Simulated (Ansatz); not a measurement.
## ZnO: response to strain

The reference is ZnO in the wurtzite structure (space group P6_3mc, No. 186; a = 3.279 Å, c = 5.294 Å). Axes: x lies along a and z along c of the hexagonal cell.

Strains are applied to the cell and any free atomic positions relax.

The values are results of PBE, PAW, 420 eV (Ansatz, a first-principles code; without spin-orbit coupling), not measurements.

```tsv
variant	band gap	electron mass	volume per atom
base	0.74 eV	0.14 mₑ (at Γ)	12.33 Å³
uniaxial strain ε_zz = −3.00 %	[?]	[?]	11.96 Å³
uniaxial strain ε_zz = −2.40 %	0.81 eV	–	12.03 Å³
uniaxial strain ε_zz = −1.80 %	[?]	0.14 mₑ (at Γ)	12.10 Å³
uniaxial strain ε_zz = −1.20 %	0.78 eV	0.14 mₑ (at Γ)	12.18 Å³
uniaxial strain ε_zz = −0.60 %	0.76 eV	0.14 mₑ (at Γ)	12.25 Å³
```

Task: Fill in the withheld entries from the trend.

Result: 
- uniaxial strain ε_zz = −3.00 %, band gap: 0.82 eV
- uniaxial strain ε_zz = −3.00 %, electron mass: 0.15 mₑ along z, 0.14 mₑ across (at Γ)
- uniaxial strain ε_zz = −1.80 %, band gap: 0.79 eV

Effective masses come from finite differences of ±0.01 Å⁻¹. Semilocal Kohn–Sham gaps tend to fall short of experiment. Stability against distortions was not tested.
